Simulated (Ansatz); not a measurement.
Consider WSe2 in the 2H-MoS2 type structure (space group P6_3/mmc, No. 194; layered, stacked along the Cartesian z axis).

```yaml
crystal:
  lattice:
    - [3.29989, 0.00000, 0.00000]
    - [-1.64994, 2.85779, 0.00000]
    - [0.00000, 0.00000, 13.15129]
  atoms:
    - { symbol: W, position: [0.33333, 0.66667, 0.25000] }
    - { symbol: W, position: [0.66667, 0.33333, 0.75000] }
    - { symbol: Se, position: [0.33333, 0.66667, 0.62336] }
    - { symbol: Se, position: [0.66667, 0.33333, 0.12336] }
    - { symbol: Se, position: [0.66667, 0.33333, 0.37664] }
    - { symbol: Se, position: [0.33333, 0.66667, 0.87664] }
```

Levels (all Ansatz, a first-principles code, PAW): r2SCAN+rVV10 (500 eV, no spin-orbit coupling); HSE06 (420 eV, without spin-orbit coupling).

Levels that relaxed their own cell: r2SCAN+rVV10.

```
level         band gap  lattice parameter a  lattice parameter c
------------  --------  -------------------  -------------------
r2SCAN+rVV10   1.12 eV              3.300 Å             13.151 Å
HSE06          1.50 eV                    –                    –
```

Question: What does experiment give, and how far off is each level?

Answer: Measured: band gap 1.2 eV (room temperature; as listed in Carlos M. O. Bastos et al., Physical Review Materials (2019)); lattice parameter a 3.282 Å (room temperature; as listed in arXiv:1605.07067); lattice parameter c 12.96 Å (room temperature; as listed in arXiv:1605.07067). Computed minus measured — band gap: r2SCAN+rVV10 -0.08 eV, HSE06 +0.30 eV (closest: r2SCAN+rVV10); lattice parameter a: r2SCAN+rVV10 +0.5 %; lattice parameter c: r2SCAN+rVV10 +1.5 %. Measured values not marked as corrected hold thermal and zero-point effects that the static-lattice runs lack. A measured gap can be an optical one, lowered by exciton binding. Levels without spin-orbit coupling miss its effect on the gap.

Single points use the geometry relaxed with r2SCAN+rVV10. HSE06 was sampled on its mesh, a few special points and the semilocal edge points, so its gap is an upper bound. Spin-orbit coupling, missing from the scalar runs, can matter with W. Stability against distortions was not tested.
